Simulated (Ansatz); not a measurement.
Ansatz (a quantum-chemistry and plane-wave program) run on HfN (P2_13, 8 atoms in the cell): self-consistent single point.

Level of theory: PBE (plane waves, PAW; Ansatz).

```xyz
8
Lattice="4.6946 0.0000 0.0000 0.0000 4.6946 0.0000 0.0000 0.0000 4.6946" Properties=species:S:1:pos:R:3 pbc="T T T"
Hf     0.6409     0.6409     0.6409
Hf     2.9882     1.7064     4.0537
Hf     4.0537     2.9882     1.7064
Hf     1.7064     4.0537     2.9882
N      3.9547     3.9547     3.9547
N      1.6074     3.0872     0.7399
N      0.7399     1.6074     3.0872
N      3.0872     0.7399     1.6074
```

Reference input (self-consistent single point, DFT, PBE, plane waves, default PAW files): kpoints.mp_grid.grid = 5 5 5; kpoints.mp_grid.shift = 0.5 0.5 0.5; hamiltonian.xc = pbe; hamiltonian.pseudopotentials = {kind: paw} (the program's default PAW files); scf.occupations.method = methfessel_paxton; scf.occupations.width = 0.02 Ry. This run's input differs from it in these lines:

```diff
@@ -17,3 +17,3 @@
   mp_grid:
-    grid: [5, 5, 5]
+    grid: [6, 6, 6]
     shift: [0.5, 0.5, 0.5]
```

The program printed (abridged):

```
SCF iter   1: F=—  HF=-64423.844804 eV  |F-HF|=—  |Δ(HF+E_count)|=         —  Δρ=1.36e-2  dr2=2.56e-1  ethr=1.77e-3  ⟨swp⟩=4.2  Hψ=2358  notcnv=0
all-band conjugate gradients solve this SCF's bands
preconditioner: auto → Kerker (q_TF=auto, 2.812 Å⁻¹)
SCF iter   2: F=—  HF=-64423.803879 eV  |F-HF|=—  |Δ(HF+E_count)|=   4.09e-2  S|Δr|=    0.00e0  Δρ=4.88e-3  dr2=1.24e-2  ethr=2.06e-4  ⟨swp⟩=1.6  Hψ=964  notcnv=0
   [... lines left out ...]
SCF iter   6: F=—  HF=-64423.802933 eV  |F-HF|=—  |Δ(HF+E_count)|=   2.34e-4  S|Δr|=    0.00e0  Δρ=5.73e-5  dr2=2.83e-6  ethr=4.34e-8  ⟨swp⟩=2.0  Hψ=1227  notcnv=0
SCF iter   7: F=—  HF=-64423.802933 eV  |F-HF|=—  |Δ(HF+E_count)|=   3.50e-7  S|Δr|=    0.00e0  Δρ=1.74e-5  dr2=3.69e-7  ethr=2.28e-9  ⟨swp⟩=2.0  Hψ=1446  notcnv=0
SCF iter   8: F=-64423.802933 eV  HF=-64423.802933 eV  |F-HF|=8.80e-10  |Δ(HF+E_count)|=   4.03e-8  S|Δr|=    0.00e0  Δρ=4.43e-6  dr2=2.45e-8  ethr=8.06e-11  ⟨swp⟩=10.0  Hψ=3560  notcnv=0
SCF 1 converged in 8 iterations: F = -64423.802933 eV  dr2 = 2.45e-8
Stability not checked (fill_not_monotonic)
Free energy (F): -64423.802933 eV
Internal energy: -64423.814920 eV  (E = F + TS)
E sigma→0 (E₀):  -64423.805930 eV
Entropy (-TS):   0.011987 eV (1.498 meV/atom)
Fermi energy:    19.779332 eV
--- Forces (eV/Å), atoms counted from 1 ---
  atom   1  Hf     0.73849010     0.73849010     0.73849010
  atom   2  Hf     0.73849010    -0.73849010    -0.73849010
  atom   3  Hf    -0.73849010     0.73849010    -0.73849010
  atom   4  Hf    -0.73849010    -0.73849010     0.73849010
   [... lines left out ...]
  atom   8  N      0.41761893     0.41761893    -0.41761893
--- Stress (GPa, compression-positive) ---
      -10.856744       0.000000       0.000000
        0.000000     -10.856744       0.000000
        0.000000      -0.000000     -10.856744
  P = ⅓ Tr σ = -10.8567 GPa (-108.567 kbar)
  The stress holds the Pulay correction. Without it, at fixed plane waves, as pw.x and ABINIT print it: P = -11.2293 GPa
```

The run converged in 8 iterations. Against the reference run the free energy rises by 3.6 meV/atom, the pressure moves little (-10.92 to -10.86 GPa) and the largest force goes from 1.306 to 1.279 eV/Å.

The starting cell was generated: these elements placed on a structure prototype, without a prior relaxation; it need not be a known phase or ordering of this composition. With a pressure of about -11 GPa the cell is away from its equilibrium volume at this level. Forces in this geometry exceed 1 eV/Å. Ansatz's pressure includes its estimate of the finite-basis (Pulay) stress.

Keys are those of Ansatz 0.2.
